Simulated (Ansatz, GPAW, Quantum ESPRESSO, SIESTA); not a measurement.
## One structure in several programs: Li₃Ni (I4/mmm, 4 atoms in the cell)

Self-consistent single point.

```
CELL_PARAMETERS angstrom
     -1.90491     1.90491     3.78796
      1.90491    -1.90491     3.78796
      1.90491     1.90491    -3.78796
ATOMIC_POSITIONS crystal
  Li 0.75000 0.25000 0.50000
  Li 0.25000 0.75000 0.50000
  Li 0.50000 0.50000 0.00000
  Ni 0.00000 0.00000 0.00000
```

Shared settings, as Ansatz (an electronic-structure program) writes them: kpoints.mp_grid.grid = 12 12 12; scf.occupations.method = fermi_dirac; scf.occupations.width = 0.136 eV. Potentials and cutoffs stand in the table.

```csv
code,model,pressure (GPa),cutoff
SIESTA,"LDA PW92, numerical atomic orbitals TZP, PseudoDojo LDA standard norm-conserving potentials (rewritten from UPF to PSML)",-6.33,grid 350 Ry
Ansatz,"LDA (PW92), PAW files made with PBE",-3.02,default
Quantum ESPRESSO,"LDA (PZ), GBRV 1.5 ultrasoft (LDA) pseudopotentials",-3.01,50 Ry
GPAW,"LDA (Perdew-Wang 92), GPAW PAW datasets LDA (gpaw-data 1.0.1)",-2.62,800 eV
```

On Ansatz's run: spin polarisation is off.

The spread over the programs that give each value: pressure within 3.71 GPa.

SIESTA uses small atom-centred bases, whose incompleteness enters pressures, forces and empty levels differently from a plane-wave cutoff. Ansatz's pressure is given at a fixed set of plane waves, as the other plane-wave codes print theirs. The same LDA comes in different parametrisations, which differ slightly. In the pressure, SIESTA (by 3.32) lies more than 1 GPa from the median of the plane-wave programs.

The starting cell comes from a database of computed structures (which also holds hypothetical and non-ambient phases and stackings), without a prior relaxation at this level.

Left out of this page: Elk and FLEUR (not drawn, or without a comparable value).

Keys are those of Ansatz 0.2.
